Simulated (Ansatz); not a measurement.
Start from ZnO in the wurtzite structure (space group P6_3mc, No. 186).

```xyz
4
Lattice="3.2352 0.0000 0.0000 -1.6176 2.8018 0.0000 0.0000 0.0000 5.2114" Properties=species:S:1:pos:R:3 pbc="T T T"
Zn     1.6176     0.9339     0.0126
Zn     0.0000     1.8678     2.6183
O      1.6176     0.9339     3.2456
O      0.0000     1.8678     0.6399
```

Level of theory: r2SCAN, PAW, 500 eV (Ansatz, a program for electronic structure; no spin-orbit coupling).

Base values:

```
Item                           Result
----------------------------  -------
Gap between the host's bands  1.24 eV
```

It is then changed as follows: 0.236 electrons added to each cell, a density of 5.0×10^21 cm⁻³, with a uniform compensating background at fixed cell and a 300 K Fermi–Dirac width.

Problem. What happens to the Fermi level from band edge and gap between the host's bands?

Solution. The Fermi level relative to the doped band's edge (positive inside the band; to 0.05 eV) amounts to +2.35 eV; the gap between the host's bands decreases by 0.105 eV to 1.13 eV.

Charged cell with a jellium background: band edges are those of the host's band count, energies are not comparable with the neutral cell, and many-body gap narrowing is missing. Stability against distortions was not tested.
